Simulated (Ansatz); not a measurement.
The starting structures come from a database of crystals and need not be the phases stable at ambient conditions.

Tunnelling through a barrier is set by its complex band structure: the current falls as exp(−2κd) with the smallest κ.

Data:

```yaml
crystal:
  lattice:
    - [7.76847, 0.00000, 0.00000]
    - [-3.88424, 6.72770, 0.00000]
    - [3.88424, 2.24257, 6.34293]
  atoms:
    - { symbol: Cs, position: [0.50000, 0.25000, 0.25000] }
    - { symbol: Cs, position: [0.50000, 0.75000, 0.75000] }
    - { symbol: Sn, position: [0.00000, 0.00000, 0.00000] }
    - { symbol: Br, position: [0.52130, 0.76065, 0.23935] }
    - { symbol: Br, position: [0.47870, 0.23935, 0.76065] }
    - { symbol: Br, position: [0.00000, 0.76065, 0.23935] }
    - { symbol: Br, position: [0.00000, 0.23935, 0.76065] }
    - { symbol: Br, position: [0.00000, 0.23935, 0.23935] }
    - { symbol: Br, position: [0.00000, 0.76065, 0.76065] }
```

Space group of this cell: Fm-3m. The cell is taken as given; by PBEsol its mean pressure is -0.5 GPa.

Transport runs along the normal of the first two printed cell vectors, the (111) plane of the conventional cell.

The gap is the functional's own, uncorrected, and κ follows it; spin-orbit coupling is left out. Mid-gap values are interpolated between the computed energies.

Q: Give the band gap and the smallest decay constant κ at mid-gap that PBEsol in Ansatz (a first-principles code) yields.

A: Gap 1.38 eV on a 6×6×6 mesh; κ = 0.200 1/Å, at the zone centre.
